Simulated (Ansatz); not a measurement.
# SiO2, response to strain

Base system: SiO$_{2}$ in the rutile structure (space group P4_2/mnm, No. 136).

```
SiO2
1.0
    4.23608     0.00000     0.00000
    0.00000     4.23608     0.00000
    0.00000     0.00000     2.69045
Si O
2 4
Direct
  0.00000   0.00000   0.00000
  0.50000   0.50000   0.50000
  0.30698   0.30698   0.00000
  0.80698   0.19302   0.50000
  0.19302   0.80698   0.50000
  0.69302   0.69302   0.00000
```

Cartesian axes are those of the cell as printed.

Strains are applied to the cell and any free atomic positions relax.

The values are results of plane-wave PAW DFT at the PBE level (Ansatz, an electronic-structure program, 420 eV), no spin-orbit coupling, not measurements.

Notes on the quantities. pressure: mean of the normal stresses, compression positive.

```csv
case,volume per atom,hole mass,electron mass,pressure
base,8.05 Å³,"1.9 mₑ along c, 1.1 mₑ across (at Γ)","0.36 mₑ along c, 0.45 mₑ across (at Γ)",0.01 GPa
uniaxial strain ε_zz = +0.60 %,8.09 Å³,"1.9 mₑ along z, 1.1 mₑ across (at Γ)","0.36 mₑ along z, 0.45 mₑ across (at Γ)",-2.04 GPa
uniaxial strain ε_zz = +1.20 %,8.14 Å³,"1.8 mₑ along z, 1.1 mₑ across (at Γ)","0.35 mₑ along z, 0.44 mₑ across (at Γ)",-4.01 GPa
uniaxial strain ε_zz = +1.80 %,8.19 Å³,"1.8 mₑ along z, 1.1 mₑ across (at Γ)","0.34 mₑ along z, 0.44 mₑ across (at Γ)",-5.94 GPa
uniaxial strain ε_zz = +2.40 %,8.24 Å³,"1.7 mₑ along z, 1.1 mₑ across (at Γ)","0.33 mₑ along z, 0.43 mₑ across (at Γ)",-7.79 GPa
uniaxial strain ε_zz = +3.00 %,8.29 Å³,"1.7 mₑ along z, 1.1 mₑ across (at Γ)","0.33 mₑ along z, 0.42 mₑ across (at Γ)",-9.56 GPa
```

The levels and masses belong to the bands next to the band gap. Masses are band curvatures over ±0.01 Å⁻¹ around the edge. Stability against distortions was not tested.
